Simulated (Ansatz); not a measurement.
Base system: MoTe$_{2}$ in the 2H-MoS2 type structure (space group P6_3/mmc, No. 194; a = 3.434 Å, c = 13.330 Å; layered, stacked along the Cartesian z axis). Axes: x lies along a and z along c of the hexagonal cell.

Now apply this change: strain tensor (xx, yy, zz, yz, xz, xy) = (+1.96, −0.38, +0.05, −0.73, +1.17, −0.75) %; the atoms relax in the strained cell.

Levels (all Ansatz, a program for electronic structure, PAW): PBEsol-D3(BJ) (420 eV, no SOC); r2SCAN (500 eV, without spin-orbit coupling); HSE06 (420 eV, no SOC).

One geometry, relaxed with PBEsol-D3(BJ), under each level:

| level | band gap | lowest conduction level above the VBM at special points |
|---|---|---|
| PBEsol-D3(BJ) | 0.31 eV | X 1.05 eV; Z 1.08 eV; V₂ 1.08 eV; U₂ 1.08 eV |
| r2SCAN | 0.51 eV | X 1.22 eV; Z 1.24 eV; V₂ 1.25 eV; U₂ 1.25 eV |
| HSE06 | 0.78 eV | X 1.61 eV; Z 1.62 eV; V₂ 1.64 eV; Γ 3.23 eV |

Single points use the geometry relaxed with PBEsol-D3(BJ). HSE06 was sampled on its mesh, a few special points and the semilocal edge points, so its gap is an upper bound. With Te present, leaving out spin-orbit coupling can change the band edges. Stability against distortions was not tested. The D3 term's C6 switches between coordination references near this geometry, which can add small steps to energies. k-point labels follow each cell's own Brillouin zone.
